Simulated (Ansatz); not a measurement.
The reference is Ag in the diamond structure (space group Fd-3m, No. 227; a = 6.038 Å; a hypothetical phase, not in the database extracts checked). Axes: x, y, z lie along the cube axes.

The values are results of PBEsol/PAW in Ansatz (an electronic-structure program), spin-orbit coupling left out, not measurements.

For the base:

The shortest interatomic distance is 2.615 Å.

One thing is altered: a free-standing slab of 7 layers (14 atoms, 2 a layer) is cut normal to [110], with 15 Å of vacuum and the in-plane cell held at bulk.

Task: How does this affect the excess energy per area of both faces, change of the spacing d12 from its bulk value of 2.135 Å and shortest interatomic distance?

Result: The excess energy per area of both faces (slab less bulk energy over the cell's area: twice a surface energy) comes out as 0.9 J/m² (uncertain by up to 0.09 J/m²); the change of the spacing d12 from its bulk value of 2.135 Å amounts to +1.2 %; the shortest interatomic distance falls by 0.0054 Å to 2.609 Å.

Slab and bulk use different k-meshes, which limits the precision of the excess energy. Stability against distortions was not tested.
